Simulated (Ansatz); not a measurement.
The parent structure is CdI2 in the CdI2 type structure (space group P-3m1, No. 164; layered, stacked along the Cartesian z axis).

```cif
data_CdI2
_chemical_formula_sum 'Cd1 I2'
_space_group_name_H-M_alt 'P 1'
_space_group_IT_number 1
_cell_length_a 4.24216
_cell_length_b 4.24216
_cell_length_c 6.82248
_cell_angle_alpha 90.000
_cell_angle_beta 90.000
_cell_angle_gamma 120.000
loop_
_space_group_symop_operation_xyz
  'x, y, z'
loop_
_atom_site_label
_atom_site_type_symbol
_atom_site_fract_x
_atom_site_fract_y
_atom_site_fract_z
_atom_site_occupancy
Cd1 Cd 0.00000 0.00000 0.00000 1
I1 I 0.33333 0.66667 0.25360 1
I2 I 0.66667 0.33333 0.74640 1
```

Method: PBE-D3(BJ) (Ansatz, a first-principles code, PAW, without spin-orbit coupling).

Strains are applied to the cell and any free atomic positions relax.

One change was made to it. Results:

```tsv
quantity	base	after
pressure (mean of the normal stresses, compression positive)	0.0 kbar	6.4 kbar
energy relative to the base (free energy F)	0 meV/atom	+2.0 meV/atom
```

Task: Which of these changes matches the shifts?
A. isotropic strain +2.00 %
B. isotropic strain +3.00 %
C. isotropic strain −0.50 %
D. isotropic strain −2.50 %
E. isotropic strain −1.00 %

Result: E, isotropic strain −1.00 %. For comparison, the energy relative to the base in the other runs: isotropic strain +3.00 % gives +15 meV/atom; isotropic strain −2.50 % gives +14 meV/atom; isotropic strain +2.00 % gives +6.8 meV/atom; isotropic strain −0.50 % gives +0.5 meV/atom.

No phonon test of stability was made.
